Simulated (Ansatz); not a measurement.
BeCo (Pm-3m, No. 221, 2 atoms in the cell; start mp-2773)

Level of theory: r²SCAN (plane waves, PAW; Ansatz, a quantum-chemistry and plane-wave program).

Numerical settings: plane-wave cutoff 560 eV, 22×22×22 k mesh, Fermi–Dirac smearing 0.05 eV, spin-polarised start, scalar-relativistic PAW data made under PBE.

Cell (relaxed at this level):

```yaml
crystal:
  lattice:
    - [2.57304, 0.00000, 0.00000]
    - [0.00000, 2.57304, 0.00000]
    - [0.00000, 0.00000, 2.57304]
  atoms:
    - { symbol: Be, position: [0.00000, 0.00000, 0.00000] }
    - { symbol: Co, position: [0.50000, 0.50000, 0.50000] }
```

```yaml
band_gap: zero (no gap)
bulk modulus B0: 207 GPa
```

Note: the magnetic order was assumed, not searched for or taken from measurement; the relaxation could not lower the start's symmetry, so the cell can be a saddle point above a distorted one; the bulk modulus is −V dP/dV from two relaxed cells at ±2 % in volume.

Computed values are for the static lattice.

The result took very roughly 2.8 core-minutes.

A start named mp-… is a Materials Project structure, which need not be a measured phase.
